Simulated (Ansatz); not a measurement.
Ansatz (a first-principles code) run on CuAu (P4/mmm, 2 atoms in the cell): self-consistent single point.

Method of the run: PBE, PAW files (plane waves; Ansatz).

```
CELL_PARAMETERS angstrom
      2.85811     0.00000     0.00000
      0.00000     2.85811     0.00000
      0.00000     0.00000     3.59092
ATOMIC_POSITIONS crystal
  Cu 0.50000 0.50000 0.50000
  Au 0.00000 0.00000 0.00000
```

Reference input (self-consistent single point, DFT, PBE, plane waves, PAW files): basis.ecutwfc = 30.9 Ry; kpoints.mp_grid.grid = 8 8 6; hamiltonian.xc = pbe; hamiltonian.pseudopotentials = {kind: paw} (the program's default PAW files); scf.occupations.method = fermi_dirac; scf.occupations.width = 0.0073 Ry. This run's input differs from it in these lines:

Ansatz 0.2 input:
```diff
@@ -9,3 +9,3 @@
 basis:
-  ecutwfc: 30.9 Ry
+  ecutwfc: 46.3 Ry
 kpoints:
```

Log, with long lists cut:

```
SCF iter   1: F=—  HF=-19779.465988 eV  |F-HF|=—  |Δ(HF+E_count)|=         —  Δρ=1.90e-1  dr2=1.45e1  ethr=3.10e-3  ⟨swp⟩=5.2  Hψ=5163  notcnv=0
all-band conjugate gradients solve this SCF's bands
preconditioner: auto → Kerker (q_TF=auto, 2.849 Å⁻¹)
SCF iter   2: F=—  HF=-19776.827651 eV  |F-HF|=—  |Δ(HF+E_count)|=    2.64e0  Δρ=8.08e-2  dr2=1.23e0  ethr=3.10e-3  ⟨swp⟩=3.0  Hψ=3320  notcnv=0  defer=3
   [... lines left out ...]
SCF iter   8: F=—  HF=-19776.501273 eV  |F-HF|=—  |Δ(HF+E_count)|=   5.70e-5  Δρ=2.15e-4  dr2=2.29e-5  ethr=9.77e-7  ⟨swp⟩=1.8  Hψ=1650  notcnv=0  defer=3
SCF iter   9: F=—  HF=-19776.501269 eV  |F-HF|=—  |Δ(HF+E_count)|=   3.66e-6  Δρ=7.15e-5  dr2=1.70e-6  ethr=6.02e-8  ⟨swp⟩=2.0  Hψ=2323  notcnv=0  defer=3
SCF iter  10: F=—  HF=-19776.501269 eV  |F-HF|=—  |Δ(HF+E_count)|=   2.97e-7  Δρ=1.95e-5  dr2=1.36e-7  ethr=4.46e-9  ⟨swp⟩=2.6  Hψ=2078  notcnv=0  defer=3
SCF iter  11: F=-19776.501269 eV  HF=-19776.501269 eV  |F-HF|=1.05e-8  |Δ(HF+E_count)|=   1.51e-8  Δρ=4.81e-6  dr2=5.58e-9  ethr=2.63e-10  ⟨swp⟩=4.9  Hψ=5237  notcnv=0
SCF 1 converged in 11 iterations: F = -19776.501269 eV  dr2 = 5.58e-9
Free energy (F): -19776.501269 eV
Internal energy: -19776.480542 eV  (E = F + TS)
E sigma→0 (E₀):  -19776.490905 eV
Entropy (-TS):   -0.020727 eV (-10.364 meV/atom)
Fermi energy:    18.541465 eV
--- Forces (eV/Å), atoms counted from 1 ---
  atom   1  Cu     0.00000000    -0.00000000     0.00000000
  atom   2  Au    -0.00000000     0.00000000     0.00000000
--- Stress (GPa, compression-positive) ---
        3.997752       0.000000       0.000000
        0.000000       3.997752       0.000000
        0.000000       0.000000       3.021075
  P = ⅓ Tr σ = 3.6722 GPa (36.722 kbar)
  The stress holds the Pulay correction. Without it, at fixed plane waves, as pw.x and ABINIT print it: P = 3.6677 GPa
```

The run converged in 11 iterations. Against the reference run the free energy drops by 2.4 meV/atom and the pressure hardly changes (3.70 to 3.67 GPa).

The starting cell comes from a database of computed structures (which also holds hypothetical and non-ambient phases and stackings), without a prior relaxation at this level. Its lattice was rescaled by a random factor within 2.5 % of one. Spin polarisation is off. Ansatz's pressure includes its estimate of the finite-basis (Pulay) stress.
